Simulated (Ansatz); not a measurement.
Take PbSe in the rock salt structure (space group Fm-3m, No. 225) as the base.

```xyz
2
Lattice="0.0000 3.0890 3.0890 3.0890 0.0000 3.0890 3.0890 3.0890 0.0000" Properties=species:S:1:pos:R:3 pbc="T T T"
Se     0.0000     0.0000     0.0000
Pb     3.0890     3.0890     3.0890
```

Cartesian axes are those of the cell as printed.

Level of theory: r2SCAN (Ansatz, an electronic-structure program, PAW, scalar-relativistic without spin-orbit coupling).

Modification: the cell is compressed by 3.85 % along x with no lateral relaxation; the atoms relax in the strained cell.

### Question
Predict the stress tensor and what it implies for the stiffness.

### Answer
Stress of the strained cell less that of the base (GPa, compression positive):
```
   6.33    0.00    0.00
   0.00    0.52    0.00
   0.00    0.00    0.52
```

Then −Δσ_ii/ε with ε = -0.0385 gives secant stiffness values (nonlinear terms included at this strain): C11 ≈ 164 GPa, C12 ≈ 13 GPa and C13 ≈ 13 GPa.

As a check, the harmonic strain energy −½ V₀ Δσ:ε is 22 meV/atom; the computed energy rise is 21 meV/atom.

No phonon test of stability was made.
